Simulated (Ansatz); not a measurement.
# A self-consistent single point of LuAs (Pm-3m, 2 atoms in the cell) with Ansatz

Method of the run: LDA (PW92), default PAW files made with PBE (plane waves; Ansatz, a first-principles code).

Input:

Ansatz 0.2 input:
```yaml
# LuAs
crystal:
  lattice:
    - [3.46945200, 0.00000000, 0.00000000]
    - [0.00000000, 3.46945200, 0.00000000]
    - [0.00000000, 0.00000000, 3.46945200]
  atoms:
    - { symbol: Lu, position: [0.00000000, 0.00000000, 0.00000000] }
    - { symbol: As, position: [0.50000000, 0.50000000, 0.50000000] }
kpoints:
  mp_grid:
    grid: [8, 8, 8]
hamiltonian:
  xc: lda
  pseudopotentials:
    kind: paw
scf:
  occupations:
    method: gaussian
    width: 0.0147 Ry
output:
  forces: true
  eigenvalues: true
  stress: true
```

Output (repeated stretches shortened):

```
WARN basis.ecutwfc = 420 eV, the default
WARN ansatz: RAYON_NUM_THREADS=1 ignored (pool sized by the plan → 1); use --threads N
Pseudopotentials: kind: paw
Pseudopotential: Lu, paw, valence charge 25
Pseudopotential: As, paw, valence charge 15
Crystal: 2 atoms, lattice volume = 41.762 Å³
Basis set: ecut = 420 eV, 799 PW (Γ)
Bands: 24, of which v1, the nominal top of the filled ones, is band 20 counted from 1 (19 counted from 0)
Symmetry: 48 space group operations
Space group: Pm-3m (ITA 221), of the structure as read, at distance tolerance 3.5e-5 Å
k-points: 35 of 512
PAW frozen core: Lu, regenerated for the run's functional, and the local potential with it
PAW frozen core: As, regenerated for the run's functional, and the local potential with it
Initial density: superposition of atomic densities (neutral atoms: chi_scale 0, normalization atom), corrected by the library's trained network
Initial wavefunctions: pseudopotential atomic-orbital guess
Eigensolver: davidson
Functional: x = slater, c = lda
SCF iter   1: F=—  HF=-19268.632261 eV  |F-HF|=—  |Δ(HF+E_count)|=         —  Δρ=6.36e-3  dr2=1.33e-2  ethr=1.77e-3  ⟨swp⟩=5.3  Hψ=3814  notcnv=0
all-band conjugate gradients solve this SCF's bands
preconditioner: auto → Kerker (q_TF=auto, 2.709 Å⁻¹)
SCF iter   2: F=—  HF=-19268.627300 eV  |F-HF|=—  |Δ(HF+E_count)|=   4.96e-3  Δρ=3.58e-3  dr2=5.07e-3  ethr=3.33e-5  ⟨swp⟩=2.1  Hψ=1906  notcnv=0
SCF iter   3: F=—  HF=-19268.625755 eV  |F-HF|=—  |Δ(HF+E_count)|=   1.55e-3  Δρ=2.39e-3  dr2=1.84e-3  ethr=1.27e-5  ⟨swp⟩=3.0  Hψ=1769  notcnv=0
SCF iter   4: F=—  HF=-19268.625406 eV  |F-HF|=—  |Δ(HF+E_count)|=   3.48e-4  Δρ=1.13e-3  dr2=4.46e-4  ethr=4.60e-6  ⟨swp⟩=2.4  Hψ=1310  notcnv=0
SCF iter   5: F=—  HF=-19268.625310 eV  |F-HF|=—  |Δ(HF+E_count)|=   9.58e-5  Δρ=2.37e-4  dr2=2.05e-5  ethr=1.12e-6  ⟨swp⟩=2.7  Hψ=1479  notcnv=0
SCF iter   6: F=—  HF=-19268.625308 eV  |F-HF|=—  |Δ(HF+E_count)|=   2.44e-6  Δρ=5.88e-5  dr2=1.74e-6  ethr=5.13e-8  ⟨swp⟩=2.7  Hψ=1723  notcnv=0
SCF iter   7: F=—  HF=-19268.625306 eV  |F-HF|=—  |Δ(HF+E_count)|=   1.95e-6  Δρ=1.19e-5  dr2=3.37e-8  ethr=2.50e-10  ⟨swp⟩=7.2  Hψ=6334  notcnv=0
SCF iter   8: F=-19268.625306 eV  HF=-19268.625306 eV  |F-HF|=1.41e-8  |Δ(HF+E_count)|=   8.69e-8  Δρ=5.12e-6  dr2=5.13e-9  ethr=8.43e-11  ⟨swp⟩=5.4  Hψ=3857  notcnv=0
SCF 1 converged in 8 iterations: F = -19268.625306 eV  dr2 = 5.13e-9
SCF converged after 8 iterations
Free energy (F): -19268.625306 eV
Harris-Foulkes:  -19268.625306 eV  (|F-HF|=1.41e-8)
Internal energy: -19268.598308 eV  (E = F + TS)
E sigma→0 (E₀):  -19268.611807 eV
Entropy (-TS):   -0.026998 eV (-13.499 meV/atom)
Fermi energy:    15.185142 eV
--- Per-component energies (eV) ---
  E_band       = -127.150302
  E_kinetic    = 525.405781
  E_local      = -7754.429898  (includes V_loc(G=0)·N_el)
  E_nonlocal   = -77.688987
  E_hartree    = 3473.689747
  E_xc         = -297.071121
  E_vxc        = -339.724050  (∫ρ·V_xc dr)
  E_paw        = -8889.984974  (= ΣΔE_a)
  E_vpaw       = 571.903469  (= ΣTr[D̂ρ^β])
  E_aug_tail   = 0.000043  (compensation charges beyond the density's cutoff)
  E_ewald      = -6252.912765
  E_core_change = 4.393865  (= ΣΔE_core)
  E_smearing   = -0.026998  (= −TS)
  E_closure    = -0.000000  (closes the sum)
  Σ components = -19268.625306   (vs F -19268.625306, Δ=0.00e0)
--- Forces (eV/Å), atoms counted from 1 ---
  atom   1  Lu    -0.00000000     0.00000000    -0.00000000
  atom   2  As     0.00000000     0.00000000     0.00000000
  max |Σ_I F_I| component: 2.93e-30 eV/Å
--- Stress (GPa, compression-positive) ---
       -3.856471       0.000000       0.000000
       -0.000000      -3.856471       0.000000
        0.000000       0.000000      -3.856471
  P = ⅓ Tr σ = -3.8565 GPa (-38.565 kbar)
  The stress holds the Pulay correction. Without it, at fixed plane waves, as pw.x and ABINIT print it: P = -3.9024 GPa
--- Band table (eV; the first three rows and the last of 35) ---
  k-point 0: bands = ["-41.1976", "-19.8024", "-19.8024", "-19.8024", "-19.8008", "-19.8008", "-11.7869", "-11.7869", "-11.7869", "2.8322", "9.9657", "9.9657", "9.9657", "9.9788", "9.9788", "9.9788", "10.0138", "14.4674", "14.4674", "15.5608", [...]
  k-point 1: bands = ["-41.1962", "-19.8028", "-19.8028", "-19.8024", "-19.8008", "-19.7998", "-11.8304", "-11.7826", "-11.7826", "3.0195", "9.9542", "9.9706", "9.9706", "9.9745", "9.9822", "9.9822", "10.0121", "13.2750", "14.5896", "15.3507", [...]
  k-point 2: bands = ["-41.1927", "-19.8038", "-19.8038", "-19.8023", "-19.8007", "-19.7972", "-11.9336", "-11.7722", "-11.7722", "3.5331", "9.9213", "9.9644", "9.9778", "9.9778", "9.9959", "9.9959", "10.0081", "11.3589", "14.9039", "14.9039", [...]
  k-point 34: bands = ["-41.1690", "-19.8081", "-19.8081", "-19.8081", "-19.7892", "-19.7892", "-11.9834", "-11.9834", "-11.9834", "6.1875", "9.9731", "9.9731", "9.9731", "10.0159", "10.0159", "10.0159", "10.1027", "10.8147", "10.8147", "10.8147", [...]
```

The run converged in 8 iterations.

The starting cell comes from a database of computed structures (which also holds hypothetical and non-ambient phases and stackings), without a prior relaxation at this level. Its lattice was rescaled by a random factor within 2.5 % of one. Spin-orbit coupling is off. With a pressure of about -4 GPa the cell is away from its equilibrium volume at this level. Ansatz's pressure includes its estimate of the finite-basis (Pulay) stress. The run gives no clean gap (levels at the Fermi energy touch, overlap or are partly filled at this smearing), which alone does not show that the compound is a metal.
